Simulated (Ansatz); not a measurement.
# Effective masses and thermopower of CdSe (P6_3mc)

Given:

```
CdSe
1.0
    4.30180     0.00000     0.00000
   -2.15090     3.72547     0.00000
    0.00000     0.00000     7.02173
Cd Se
2 2
Cartesian
  2.15090   1.24182   3.51147
  0.00000   2.48365   7.02234
  2.15090   1.24182   6.14945
  0.00000   2.48365   2.63858
```

Computed with PBEsol, rigid bands (plane waves, PAW, scalar-relativistic; Ansatz, an electronic-structure program). How the cell was made: cell and atoms relaxed with PBEsol.

```json
{
 "band_gap": "0.54 eV",
 "electron conductivity mass (300 K, dilute)": "0.068 (x), 0.068 (y), 0.065 (z) mₑ",
 "effective density of states N_c (300 K)": "3.8e17 cm⁻³",
 "density_of_states_mass_electrons": "0.061 mₑ",
 "Seebeck coefficient, n-type 1e19 cm⁻³, 300 K": "-49 μV/K",
 "best n-type power factor at 300 K for τ = 10 fs (best axis; densities from 1e16 to 1e21 cm⁻³ tried, whether or not they can be reached)": "0.93 μW/(cm·K²) at 1e18 cm⁻³"
}
```

Rigid bands; masses and Seebeck coefficients take one relaxation time τ for all states and one kind of carrier; polarons and phonon drag are left out. Spin-orbit coupling is left out.
